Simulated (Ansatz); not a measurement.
Cost and result by functional for the adsorption energy of Cl on the 1x1 (110) surface of 3C silicon carbide (cut with top plane C + Si), one in a 2x2 cell, started at the site 'hollow C-C-Si-Si', in Ansatz (plane waves, PAW). Single points on the PBE structure, on one kind of machine; costs are rough ratios of the slab run's core time (references not counted) to the cheapest single point. r2SCAN's cost holds its higher cutoff (500 against 420 eV). Differences are taken against r2SCAN for comparison alone: no measured value is at hand, so the table doesn't rank accuracy.

Host crystal: 3C silicon carbide, with a band gap (PBE, scalar-relativistic without spin-orbit coupling).

Model: 49-atom slab, 7.7 Å thick at the start under the adsorbate (thin: gaps and levels are the slab's own), 3x3x1 mesh, Fermi-Dirac 0.01 eV, dipole correction, 24 atoms held, the rest relaxed; symmetry of the start imposed; spin-polarised, ending with about 1.0 μB a cell; orders that need a larger cell were not tried, no spin-orbit, no U, no dispersion correction. At the end it is bonded to Si. In PBE it is, or lies within 0.03 eV of, the lowest of the starts that converged. These notes are the PBE run's. r2SCAN: The program's check for a lower electronic state was not made. Adsorption energies are against ½ Cl2(g). A negative adsorption energy means that the adsorbate is more stable on the surface than in its reference.

| functional | relative cost | adsorption energy (eV) | less r2SCAN (eV) |
|---|---|---|---|
| RPBE | 1 | -1.69 | 0.43 |
| r2SCAN | 2 | -2.13 | 0.00 |
| PBE (the relaxed run's value) | – | -1.82 | 0.30 |

The values span 0.43 eV, while the single points' costs differ by a factor of roughly 2. Differences are of unrounded values.

Ansatz is an electronic-structure program.
